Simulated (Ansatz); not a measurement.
Base system: GaP in the zinc blende structure (space group F-43m, No. 216; a = 5.451 Å). Axes: x, y, z lie along the cube axes.

The change: the cell is compressed by 0.49 % along z with no lateral relaxation, atoms relaxed at fixed cell.

Computed with r2SCAN (Ansatz, a first-principles code; PAW; 500 eV plane waves; scalar-relativistic without spin-orbit coupling).

### Question
Give the band edges at the high-symmetry points of the new zone, measured from its valence-band maximum.

### Answer
| point | valence edge (eV) | conduction edge (eV) |
|---|---|---|
| Γ | 0.00 | 2.39 |
| X | -2.83 | 1.89 |
| P | -3.58 | 5.05 |
| N | -1.18 | 2.04 |
| M | -2.86 | 1.86 |
| S | -2.42 | 2.41 |
| S₀ | -2.42 | 2.41 |
| R | -3.58 | 5.00 |
| G | -3.58 | 5.00 |

The gap is 1.79 eV, indirect, Γ → Γ–M (87 % along).

The cells carry an imposed strain or load. No phonon test of stability was made. Labels are those of the standard path for the cell's own space group.
